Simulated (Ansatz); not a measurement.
Given:

```yaml
crystal:
  lattice:
    - [-1.62449, 1.59264, 3.88656]
    - [1.62449, -1.59264, 3.88656]
    - [1.62449, 1.59264, -3.88656]
  atoms:
    - { symbol: Si, position: [0.66504, 0.66504, 0.00000] }
    - { symbol: Si, position: [0.33496, 0.33496, 0.00000] }
    - { symbol: W, position: [0.00000, 0.00000, 0.00000] }
```

No spin polarisation.

The values are results of LDA in Ansatz (plane waves to 420 eV, PAW, spin-orbit coupling left out), not measurements. Γ-centred 25×25×25 mesh, Fermi–Dirac width 0.1 eV.

### Question
What band gap does the calculation give?

### Answer
Zero.

### Question
What is the computed stress (xx, yy, zz, yz, xz, xy; compression positive)?

### Answer
(-8.5, -2.5, -2.0, 0.0, 0.0, 0.0) GPa.

The cells carry an imposed strain or load. Whether these cells are dynamically stable was not tested. All final runs are without spin polarisation. The cell was made from WSi2 (space group I4/mmm, No. 139) by this change: uniaxial strain ε_xx = +2.00 %.

Ansatz is a program for electronic structure.
